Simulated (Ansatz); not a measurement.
Take Sb (space group R-3m, No. 166; a = 4.326 Å, c = 11.339 Å (hexagonal axes); layered; relaxed with 0.1 eV smearing) as the base. Axes: x lies along a and z along c of the hexagonal cell.

The values are results of Ansatz (an electronic-structure program) r2SCAN+rVV10, no SOC, not measurements.

Base values:

Shortest interatomic distance: 2.920 Å

Modification: tensor shear ε_yz = +1.48 % (engineering shear γ = 0.0296); the atoms relax in the strained cell.

Question: Estimate the effect on the energy relative to the base, stress and shortest interatomic distance.

Answer: The energy rises by 2.9 meV/atom; the stress (xx, yy, zz, yz, xz, xy; compression positive) amounts to (0.7, -0.5, 0.1, -1.0, 0.0, 0.0) GPa; the shortest interatomic distance falls by 0.010 Å, from 2.920 Å to 2.910 Å.

Whether these cells are dynamically stable was not tested.
